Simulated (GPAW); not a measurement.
Troubleshooting GPAW: a failed run on ZrSiIr (Pnma, 12 atoms in the cell). The aim is a self-consistent single point with DFT LDA (Perdew-Wang 92), plane waves, GPAW PAW datasets LDA (gpaw-data 1.0.1).

Cell that was meant: a = 6.5692 Å, b = 3.9651 Å, c = 7.3956 Å, α = 90.00°, β = 90.00°, γ = 90.00°.

Part of the input:

```python
              cell=[[6.569230, 0.000000, 0.000000],
                    [0.000000, 3.965140, 0.000000],
                    [0.000000, 0.000000, 7.395640]],
              positions=[[0.016790, 0.250000, 0.182600],
                         [0.983210, 0.750000, 0.817400],
                         [0.483210, 0.750000, 0.682600],
                         [0.516790, 0.250000, 0.317400],
                         [0.279360, 0.250000, 0.882790],
                         [0.720640, 0.750000, 0.117210],
                         [0.220640, 0.750000, 0.382790],
                         [0.779360, 0.250000, 0.617210],
                         [0.151340, 0.250000, 0.566650],
                         [0.848660, 0.750000, 0.433350],
                         [0.348660, 0.750000, 0.066650],
                         [0.651340, 0.250000, 0.933350]],
              pbc=True)

calc = GPAW(mode={'name': 'pw', 'ecut': 550},
```

Log, with long lists cut:

```
Input parameters:
  kpts: {gamma: True,
         size: (4, 6, 3)}
  maxiter: 120
  mode: {ecut: 550,
         name: pw}
  nbands: -16
  occupations: {name: fermi-dirac,
                width: 0.1}
  symmetry: {symmorphic: False,
             tolerance: 0.0005}

species:
  Zr:
    name: Zirconium
    Z: 40.0
    valence: 12
    core: 28
    charge: 0.0
   [... lines left out ...]

Symmetries present (total): 1
Symmetries with fractional translations: 0
72 k-points: 4 x 6 x 3 Monkhorst-Pack grid + [1/8,1/12,0.000000]
38 k-points in the irreducible part of the Brillouin zone
       k-points in crystal coordinates                weights
   0:     0.00000000    0.00000000    0.00000000          1/72
   1:     0.00000000    0.00000000    0.33333333          2/72
   2:     0.00000000    0.16666667   -0.33333333          2/72
   3:     0.00000000    0.16666667    0.00000000          2/72
   4:     0.00000000    0.16666667    0.33333333          2/72
   5:     0.00000000    0.33333333   -0.33333333          2/72
   6:     0.00000000    0.33333333    0.00000000          2/72
   7:     0.00000000    0.33333333    0.33333333          2/72
   8:     0.00000000    0.50000000    0.00000000          1/72
   9:     0.00000000    0.50000000    0.33333333          2/72
          ...
  37:     0.50000000    0.50000000    0.33333333          2/72

Wave functions: Plane wave expansion
  Cutoff energy: 550.000 eV
  Number of coefficients (min, max): 5613, 5663
  Pulay-stress correction: 0.000000 eV/Ang^3 (de/decut=0.000000)

Occupation numbers: Fermi-Dirac:
  width: 0.1000  # eV

Eigensolver

Densities:
  Coarse grid: 36*24*42 grid
  Fine grid: 72*48*84 grid
  Total Charge: 0.000000

Density mixing:
  Method: separate
  Backend: pulay
  Linear mixing parameter: 0.05
  old densities: 5
  Damping of long wavelength oscillations: 50

Hamiltonian:
  XC and Coulomb potentials evaluated on a 72*48*84 grid
  External potential:
    NoExternalPotential

Number of atoms: 12
Number of atomic orbitals: 116
Number of bands in calculation: 78
Number of valence electrons: 124
Bands to converge: occupied

Density initialized from atomic densities
Traceback (most recent call last):
   [... frames left out ...]
numpy.linalg.LinAlgError: The leading minor of order 26 of B is not positive definite. The factorization of B could not be completed and no eigenvalues or eigenvectors were computed.
```

Problem. Read the log: what does the program object to, and what is the fix?

Solution. The fault is this: fractional coordinates typed as Cartesian; here the program stops on it instead of giving results. To fix it, make label and numbers agree, by changing either. The program stopped with an error.

The sound input it was made from differs as follows (other fixes are possible):
```diff
-              positions=[[0.016790, 0.250000, 0.182600],
-                         [0.983210, 0.750000, 0.817400],
-                         [0.483210, 0.750000, 0.682600],
-                         [0.516790, 0.250000, 0.317400],
-                         [0.279360, 0.250000, 0.882790],
-                         [0.720640, 0.750000, 0.117210],
-                         [0.220640, 0.750000, 0.382790],
-                         [0.779360, 0.250000, 0.617210],
-                         [0.151340, 0.250000, 0.566650],
-                         [0.848660, 0.750000, 0.433350],
-                         [0.348660, 0.750000, 0.066650],
-                         [0.651340, 0.250000, 0.933350]],
+              positions=[[0.110297, 0.991285, 1.350444],
+                         [6.458933, 2.973855, 6.045196],
+                         [3.174318, 2.973855, 5.048264],
+                         [3.394912, 0.991285, 2.347376],
+                         [1.835180, 0.991285, 6.528797],
+                         [4.734050, 2.973855, 0.866843],
+                         [1.449435, 2.973855, 2.830977],
+                         [5.119795, 0.991285, 4.564663],
+                         [0.994187, 0.991285, 4.190739],
+                         [5.575043, 2.973855, 3.204901],
+                         [2.290428, 2.973855, 0.492919],
+                         [4.278802, 0.991285, 6.902721]],
```

With that input, the run converged in 30 iterations: free energy E − TS (from the program's reference atoms) -114.1362 eV; Fermi level (on the code's own zero) 11.28 eV; pressure -7.73 GPa; largest force (vector length) 0.131 eV/Å (DFT LDA (Perdew-Wang 92), plane waves, GPAW PAW datasets LDA (gpaw-data 1.0.1)).

On the sound input: the starting cell comes from a database of computed structures (which also holds hypothetical and non-ambient phases and stackings), without a prior relaxation at this level. Spin-orbit coupling is off. Spin polarisation is off. With a pressure of about -8 GPa the cell is away from its equilibrium volume at this level.
